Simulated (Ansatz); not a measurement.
Input and output of a self-consistent single point for LiCa6Ge (Fm-3m, 8 atoms in the cell) (Ansatz, an electronic-structure program).

Method: PBEsol, PAW files made with PBE (plane waves; Ansatz).

The change in words: lattice scaled by 0.98. Reference geometry:
```yaml
crystal:
  lattice:
    - [0.00000, 5.09675, 5.09675]
    - [5.09675, 0.00000, 5.09675]
    - [5.09675, 5.09675, 0.00000]
  atoms:
    - { symbol: Li, position: [0.50000, 0.50000, 0.50000] }
    - { symbol: Ca, position: [0.50000, 0.00000, 0.00000] }
    - { symbol: Ca, position: [0.50000, 0.00000, 0.50000] }
    - { symbol: Ca, position: [0.00000, 0.50000, 0.50000] }
    - { symbol: Ca, position: [0.00000, 0.50000, 0.00000] }
    - { symbol: Ca, position: [0.50000, 0.50000, 0.00000] }
    - { symbol: Ca, position: [0.00000, 0.00000, 0.50000] }
    - { symbol: Ge, position: [0.00000, 0.00000, 0.00000] }
```

Reference input (self-consistent single point, DFT, PBEsol, plane waves, PAW files made with PBE): basis.ecutwfc = 420 eV; kpoints.mp_grid.grid = 4 4 4; hamiltonian.xc = pbesol; hamiltonian.pseudopotentials = {kind: paw} (the program's default PAW files); scf.occupations.method = gaussian; scf.occupations.width = 0.2 eV. This run's input differs from it in these lines:

```diff
@@ -3,13 +3,13 @@
   lattice:
-    - [0.000000, 5.096755, 5.096755]
-    - [5.096755, 0.000000, 5.096755]
-    - [5.096755, 5.096755, 0.000000]
+    - [0.000000, 4.994820, 4.994820]
+    - [4.994820, 0.000000, 4.994820]
+    - [4.994820, 4.994820, 0.000000]
   atoms:
-    - { symbol: Li, position_ang: [5.096755, 5.096755, 5.096755] }
-    - { symbol: Ca, position_ang: [0.000000, 2.548377, 2.548377] }
-    - { symbol: Ca, position_ang: [2.548377, 5.096755, 2.548377] }
-    - { symbol: Ca, position_ang: [5.096755, 2.548377, 2.548377] }
-    - { symbol: Ca, position_ang: [2.548377, 0.000000, 2.548377] }
-    - { symbol: Ca, position_ang: [2.548377, 2.548377, 5.096755] }
-    - { symbol: Ca, position_ang: [2.548377, 2.548377, 0.000000] }
+    - { symbol: Li, position_ang: [4.994820, 4.994820, 4.994820] }
+    - { symbol: Ca, position_ang: [0.000000, 2.497410, 2.497410] }
+    - { symbol: Ca, position_ang: [2.497410, 4.994820, 2.497410] }
+    - { symbol: Ca, position_ang: [4.994820, 2.497410, 2.497410] }
+    - { symbol: Ca, position_ang: [2.497410, 0.000000, 2.497410] }
+    - { symbol: Ca, position_ang: [2.497410, 2.497410, 4.994820] }
+    - { symbol: Ca, position_ang: [2.497410, 2.497410, 0.000000] }
     - { symbol: Ge, position_ang: [0.000000, 0.000000, 0.000000] }
```

Output, abridged:

```
SCF iter   1: F=—  HF=-15223.038872 eV  |F-HF|=—  |Δ(HF+E_count)|=         —  Δρ=3.92e-2  dr2=1.56e1  ethr=3.10e-3  ⟨swp⟩=11.4  Hψ=2117  notcnv=0
all-band conjugate gradients solve this SCF's bands
preconditioner: auto → Kerker (q_TF=auto, 2.243 Å⁻¹)
SCF iter   2: F=—  HF=-15220.246185 eV  |F-HF|=—  |Δ(HF+E_count)|=    2.79e0  Δρ=1.83e-2  dr2=3.41e0  ethr=3.10e-3  ⟨swp⟩=2.9  Hψ=643  notcnv=0
   [... lines left out ...]
SCF iter   6: F=—  HF=-15219.455514 eV  |F-HF|=—  |Δ(HF+E_count)|=   1.42e-3  Δρ=2.57e-4  dr2=4.28e-4  ethr=6.94e-6  ⟨swp⟩=2.0  Hψ=621  notcnv=0  defer=4
SCF iter   7: F=—  HF=-15219.455436 eV  |F-HF|=—  |Δ(HF+E_count)|=   7.82e-5  Δρ=8.42e-5  dr2=4.02e-5  ethr=5.56e-7  ⟨swp⟩=2.0  Hψ=622  notcnv=0  defer=4
SCF iter   8: F=—  HF=-15219.455258 eV  |F-HF|=—  |Δ(HF+E_count)|=   1.78e-4  Δρ=2.01e-5  dr2=2.22e-6  ethr=5.22e-8  ⟨swp⟩=2.0  Hψ=683  notcnv=0  defer=4
SCF iter   9: F=-15219.455258 eV  HF=-15219.455258 eV  |F-HF|=6.30e-8  |Δ(HF+E_count)|=   1.70e-7  Δρ=4.29e-6  dr2=9.53e-8  ethr=1.30e-10  ⟨swp⟩=8.6  Hψ=1863  notcnv=0
SCF 1 converged in 9 iterations: F = -15219.455258 eV  dr2 = 9.53e-8
Free energy (F): -15219.455258 eV
Internal energy: -15219.284921 eV  (E = F + TS)
E sigma→0 (E₀):  -15219.370090 eV
Entropy (-TS):   -0.170337 eV (-21.292 meV/atom)
Fermi energy:    6.042823 eV
--- Forces (eV/Å), atoms counted from 1 ---
  atom   1  Li     0.00000000    -0.00000000    -0.00000000
   [... zero for the other atoms too ...]
--- Stress (GPa, compression-positive) ---
        0.399176      -0.000000       0.000000
       -0.000000       0.399176      -0.000000
       -0.000000      -0.000000       0.399176
  P = ⅓ Tr σ = 0.3992 GPa (3.992 kbar)
  The stress holds the Pulay correction. Without it, at fixed plane waves, as pw.x and ABINIT print it: P = 0.3977 GPa
```

The run converged in 9 iterations. Against the reference run the free energy drops by 3.1 meV/atom and the pressure goes from -0.86 to 0.40 GPa.

The starting cell comes from a database of computed structures (which also holds hypothetical and non-ambient phases and stackings), without a prior relaxation at this level. For this run, on top of that: lattice scaled by 0.98. Ansatz's pressure includes its estimate of the finite-basis (Pulay) stress.

Keys are those of Ansatz 0.2.
